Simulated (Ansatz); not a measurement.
These are PBE (plane waves to 420 eV, PAW; Ansatz, a first-principles code) values and carry that method's errors.

Planar average of the electrostatic potential across the slab, in eV from the Fermi level, for Cl on the 1x1 (111) surface of fcc Ag, one in a 2x2 cell, started at the site 'hollow Ag-Ag-Ag over Ag at depth 2.4 Å':

| z (Å) | V (eV) |
|---|---|
| 5.30 | 4.46 |
| 5.59 | 4.46 |
| 5.89 | 4.46 |
| 6.18 | 4.46 |
| 6.48 | 4.45 |
| 6.77 | 4.43 |
| 7.07 | 4.41 |
| 7.36 | 4.35 |
| 7.66 | 4.22 |
| 7.95 | 3.96 |
| 8.24 | 3.41 |
| 8.54 | 2.19 |
| 8.83 | -0.98 |
| 9.13 | -6.19 |
| 9.42 | -10.52 |
| 9.72 | -11.94 |
| 10.01 | -9.91 |
| 10.31 | -5.30 |
| 10.60 | -0.58 |
| 10.89 | 0.99 |
| 11.19 | -1.04 |
| 11.48 | -5.95 |
| 11.78 | -10.38 |
| 12.07 | -12.06 |
| 12.37 | -10.30 |
| 12.66 | -5.82 |
| 12.96 | -0.93 |
| 13.25 | 1.00 |
| 13.54 | -0.80 |
| 13.84 | -5.64 |
| 14.13 | -10.17 |
| 14.43 | -12.04 |
| 14.72 | -10.46 |
| 15.02 | -6.08 |
| 15.31 | -1.14 |
| 15.61 | 0.98 |
| 15.90 | -0.67 |
| 16.19 | -5.44 |
| 16.49 | -10.04 |
| 16.78 | -12.02 |
| 17.08 | -10.56 |
| 17.37 | -6.22 |
| 17.67 | -1.09 |
| 17.96 | 1.73 |
| 18.26 | 1.83 |
| 18.55 | 1.17 |
| 18.84 | 1.07 |
| 19.14 | 1.92 |
| 19.43 | 3.51 |
| 19.73 | 4.83 |
| 20.02 | 5.32 |
| 20.32 | 5.50 |
| 20.61 | 5.56 |
| 20.91 | 5.59 |
| 21.20 | 5.60 |
| 21.49 | 5.60 |
| 21.79 | 5.61 |
| 22.08 | 5.61 |
| 22.38 | 5.61 |
| 22.67 | 5.61 |
| 22.97 | 5.61 |
| 23.26 | 5.61 |

Slab: 17 atoms, 7.1 Å thick at the start under the adsorbate (thin: gaps and levels are the slab's own); k 6x6x1, smearing 0.1 eV, dipole-corrected; 8 atoms held, the rest relaxed; symmetry of the start imposed; no spin, no spin-orbit, no U, no dispersion correction. At the end it is bonded to 3 Ag. In PBE it is, or lies within 0.03 eV of, the lowest of the starts that converged.

**Question.** The surface cell has an area of 29.81 Å². What dipole along the normal does the step between the two vacuum levels imply?

**Answer.** the top vacuum level lies 1.15 eV above the bottom one; p = −ε₀ A ΔV (ε₀ = 0.005526 e/(V·Å)) gives -0.19 e·Å a cell.
